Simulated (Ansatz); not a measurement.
Zr2AlC, response to strain

The reference is Zr2AlC (space group P6_3/mmc, No. 194; a cell from a computed database, its experimental status unchecked).

```xyz
8
Lattice="3.2901 0.0000 0.0000 -1.6450 2.8493 0.0000 0.0000 0.0000 14.5059" Properties=species:S:1:pos:R:3 pbc="T T T"
Zr     0.0000     1.8995     1.2546
Zr     1.6450     0.9498    13.2514
Zr     1.6450     0.9498     8.5076
Zr     0.0000     1.8995     5.9984
Al     0.0000     1.8995    10.8795
Al     1.6450     0.9498     3.6265
C      0.0000     0.0000     0.0000
C      0.0000     0.0000     7.2530
```

Cartesian axes are those of the cell as printed.

Strains are applied to the cell and any free atomic positions relax; under biaxial strain the out-of-plane vector relaxes too; under stress the whole cell relaxes.

Method: plane-wave PAW DFT at the PBEsol level (Ansatz, a quantum-chemistry and plane-wave program, 420 eV), no spin-orbit coupling.

Notes on the quantities. energy relative to the base: free energy F; pressure: mean of the normal stresses, compression positive.

```csv
variant,volume per atom,energy relative to the base,pressure
base,17.00 Å³,0 meV/atom,0.0 GPa
"biaxial strain −2.06 %, plane normal [001], relaxed out of plane",16.50 Å³,–,4.4 GPa
isotropic strain +1.39 %,17.72 Å³,+12 meV/atom,-5.0 GPa
isotropic strain +1.54 %,17.80 Å³,+14 meV/atom,-5.5 GPa
"uniaxial stress, 5 GPa compression along z",16.77 Å³,+6.1 meV/atom,–
```

Without a gap, meshes like the base's 16×16×4 leave anisotropic stresses uncertain by several tenths of a GPa, and small strain energies with them. Stability under load was not tested beyond the relaxation. All final runs are without spin polarisation.
